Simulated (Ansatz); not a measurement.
Base system: CdSe in the zinc blende structure (space group F-43m, No. 216).

```
CdSe
1.0
    0.00000     3.06666     3.06666
    3.06666     0.00000     3.06666
    3.06666     3.06666     0.00000
Se Cd
1 1
Direct
  0.75000   0.75000   0.75000
  0.00000   0.00000   0.00000
```

Cartesian axes are those of the cell as printed.

Method: r2SCAN (Ansatz, an electronic-structure program), no SOC, earlier PAW set.

Strains are applied to the cell and any free atomic positions relax; under biaxial strain the out-of-plane vector relaxes too.

One change was made to it. Results:

| quantity | base | after |
|---|---|---|
| valence-band top at Γ (three highest levels, from the VBM) | 0.00, 0.00, 0.00 eV | 0.00, -0.03, -0.05 eV |
| band gap | 1.03 eV | 1.01 eV |
| energy relative to the base (free energy F) | 0 meV/atom | +0.3 meV/atom |
| gap character | direct at Γ | direct at Γ |

### Question
Name the change that was made.
A) strain tensor (xx, yy, zz, yz, xz, xy) = (+1.33, −3.29, +1.06, +0.62, +0.03, +0.10) %
B) tensor shear ε_xy = +0.60 %
C) biaxial strain −2.06 %, plane normal [001], relaxed out of plane

### Answer
B, tensor shear ε_xy = +0.60 %. For comparison, the valence-band top at Γ in the other runs: biaxial strain −2.06 %, plane normal [001], relaxed out of plane gives 0.00, 0.00, -0.17 eV; strain tensor (xx, yy, zz, yz, xz, xy) = (+1.33, −3.29, +1.06, +0.62, +0.03, +0.10) % gives 0.00, -0.14, -0.14 eV.

Whether these cells are dynamically stable was not tested. Labels are those of the standard path for the cell's own space group.
